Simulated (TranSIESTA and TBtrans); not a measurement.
Device: Ge chain with a Cl atom beside one bond. Leads: straight Ge chain, spacing 2.4 Å. Geometry: 3 atoms about the centre moved by SIESTA (PBE, DZP) to a largest force of 0.04 eV/Å, all others as built. Transport runs along z; the first 6 and the last 6 of the 23 atoms are the lead cells, repeated to infinity.

```xyz
23
Lattice="9.000 0.000 0.000 0.000 9.000 0.000 0.000 0.000 52.800" Properties=species:S:1:pos:R:3 pbc="F F T"
Ge     4.500     4.500     0.000
Ge     4.500     4.500     2.400
Ge     4.500     4.500     4.800
Ge     4.500     4.500     7.200
Ge     4.500     4.500     9.600
Ge     4.500     4.500    12.000
Ge     4.500     4.500    14.400
Ge     4.500     4.500    16.800
Ge     4.500     4.500    19.200
Ge     4.500     4.500    21.600
Ge     4.497     4.500    23.974
Ge     4.500     4.500    26.428
Ge     4.500     4.500    28.800
Ge     4.500     4.500    31.200
Ge     4.500     4.500    33.600
Ge     4.500     4.500    36.000
Cl     6.681     4.500    25.200
Ge     4.500     4.500    38.400
Ge     4.500     4.500    40.800
Ge     4.500     4.500    43.200
Ge     4.500     4.500    45.600
Ge     4.500     4.500    48.000
Ge     4.500     4.500    50.400
```

Run with TranSIESTA and TBtrans (open boundaries, self-consistent; PseudoDojo norm-conserving potentials, scalar-relativistic): PAO.BasisSize DZP, PAO.EnergyShift 0.15 eV, XC.Authors PBE, Mesh.Cutoff 200 Ry, ElectronicTemperature 300 K, TS.Voltage 0.0 eV, TBT.Elecs.Eta 0.001 eV, no spin polarisation.

Energies count from the leads' Fermi level. Transmissions are for one spin of a degenerate pair. The energy step is 0.01 eV; narrower resonances are cut or missed.

```csv
E (eV),T
-0.20,1.95
-0.15,1.94
-0.10,1.94
-0.05,1.93
0.00,1.92
0.05,1.91
0.10,1.91
0.15,1.90
0.20,1.90
```

### Question
Give the zero-bias conductance in μS and the resistance at 300 K.

### Answer
At the Fermi level T = 1.92. Averaged with −∂f/∂E over the full grid (kT = 25.9 meV) it is 1.92. With G0 = 2e²/h = 77.48 μS, G = 149 μS and R = 1/G = 6.71 kΩ.

### Question
The eigenchannels at the Fermi level transmit 0.999, 0.884, 0.0375. What Fano factor of the shot noise follows at low temperature and bias?

### Answer
F = Σ τ(1 − τ)/Σ τ = 0.140/1.92 = 0.07.

The straight chain is held at its spacing; free chains may zigzag or dimerise. No spin-polarised start was tried, so a magnetic state, if there is one, is missed.
